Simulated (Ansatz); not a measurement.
The reference is MgO in the rock salt structure (space group Fm-3m, No. 225).

```xyz
2
Lattice="0.0000 2.1070 2.1070 2.1070 0.0000 2.1070 2.1070 2.1070 0.0000" Properties=species:S:1:pos:R:3 pbc="T T T"
Mg     0.0000     0.0000     0.0000
O      2.1070     2.1070     2.1070
```

Cartesian axes are those of the cell as printed.

Method: plane-wave PAW DFT at the PBEsol level (Ansatz, an electronic-structure program, 420 eV), no spin-orbit coupling.

Strains are applied to the cell and any free atomic positions relax.

One change was made to it. Results:

The energy goes up by 2.2 meV/atom; the band gap falls by 0.09 eV, from 4.62 eV to 4.53 eV; the valence-band top at Γ (three highest levels, from the VBM) goes from 0.00, 0.00, 0.00 eV to 0.00, -0.09, -0.17 eV.

### Question
Which change produced these results?
(A) tensor shear ε_xy = +2.00 %
(B) tensor shear ε_xy = +1.43 %
(C) tensor shear ε_xy = +1.14 %

### Answer
C, tensor shear ε_xy = +1.14 %. For comparison, the energy relative to the base in the other runs: tensor shear ε_xy = +1.43 % gives +3.5 meV/atom; tensor shear ε_xy = +2.00 % gives +6.8 meV/atom.

Stability against distortions was not tested.
